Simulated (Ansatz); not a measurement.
For LiGeN (P6₃mc, No. 186, 6 atoms in the cell; start mp-1246087), LDA (Ansatz, a program for electronic structure, PAW) gives:

| Item | Value |
|---|---|
| lattice parameter a | 2.951 Å |
| c axis length | 9.176 Å |
| bulk modulus | 76.8 GPa |
| cohesive energy | 4.59 eV/atom |
| band gap | 1.50 eV |

### Question
What does r²SCAN (plane waves, PAW; Ansatz) give for the same quantities?

### Answer

- lattice constant a: 2.987 Å (rises by 1.2 %)
- lattice parameter c: 9.354 Å (grows by 1.9 %)
- bulk modulus: 74.4 GPa (shrinks by 3.1 %)
- cohesive energy: 3.79 eV/atom (decreases by 0.80 eV/atom)
- band gap: 1.83 eV (increases by 0.33 eV)

Changes are worked out from the printed values.

Unless a cell is named, each level is at its own relaxed cell (LDA 11.54, r²SCAN 12.05 Å³/atom).

Levels without +SOC have no spin–orbit coupling; where heavier elements are present it shifts gaps, mostly down, and can invert bands. Density-functional gaps are differences of (generalised) Kohn–Sham levels.

Caveats: the bulk modulus is −V dP/dV from two relaxed cells at ±2 % in volume (LDA, r²SCAN); the relaxation could not lower the start's symmetry, so the cell can be a saddle point above a distorted one (LDA, r²SCAN). Ansatz's density-functional and Hartree–Fock values are scalar-relativistic unless marked +SOC, with PAW data made under PBE.

A start named mp-… is a Materials Project structure, which need not be a measured phase.
